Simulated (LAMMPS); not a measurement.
Consider InP (zinc blende), 216 atoms, at 810 K and 2 GPa, heated as the crystal in molecular dynamics.

All values are model results, not measurements: MD with a machine-learned potential, pair style snap, file InP_JCPA2020.snap, run in LAMMPS.

Starting crystal:

```cif
data_In4P4
_chemical_formula_sum 'In4 P4'
_space_group_name_H-M_alt 'F-43m'
_space_group_IT_number 216
_space_group_name_Hall 'F -4 2 3'
_cell_length_a 5.87000
_cell_length_b 5.87000
_cell_length_c 5.87000
_cell_angle_alpha 90.000
_cell_angle_beta 90.000
_cell_angle_gamma 90.000
loop_
_atom_site_label
_atom_site_type_symbol
_atom_site_symmetry_multiplicity
_atom_site_Wyckoff_symbol
_atom_site_fract_x
_atom_site_fract_y
_atom_site_fract_z
_atom_site_occupancy
In1 In 4 a 0.00000 0.00000 0.00000 1
P1 P 4 d 0.75000 0.75000 0.75000 1
```

**Question.** Predict the state found, the mean frequency of the vibrational (phonon) density of states, the most common In-P-In angle.

**Answer.** state found: crystal; no diffusion seen in 15 ps; mean frequency of the vibrational (phonon) density of states: 5.7 THz; most common In-P-In angle: at the 3° bin centred on 109.5°, after smoothing over three bins (mean of all 109°).

Caution: a run this short can hold a crystal over, or a liquid under, the potential's own melting point, which these runs don't give.
